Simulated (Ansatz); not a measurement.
The starting structures come from a database of crystals and need not be the phases stable at ambient conditions.

By PBEsol, the system below comes out a metal.

A figure of merit of an interconnect metal is its ballistic conductance per area.

Given:

```xyz
2
Lattice="4.4060 0.0000 0.0000 -2.2030 3.8157 0.0000 2.2030 1.2719 1.8354" Properties=species:S:1:pos:R:3 pbc="T T T"
Ti     0.0000     0.0000     0.0000
Al     0.0000     2.5438     0.9177
```

Space group of this cell: R-3m. The cell is strained (lengths across the current scaled by 0.98, ions clamped); by PBEsol its mean pressure is 2.4 GPa.

The current flows along the normal of the first two printed cell vectors, the (111) (indices of the unstrained crystal) plane of the conventional cell. No spin-orbit coupling; the value is a mean over 0.1 eV about the Fermi level.

Question: Give the ballistic conductance per area that PBEsol in Ansatz (a program for electronic structure) yields.

Answer: 0.95 × 10¹⁵ S/m² for both spins.
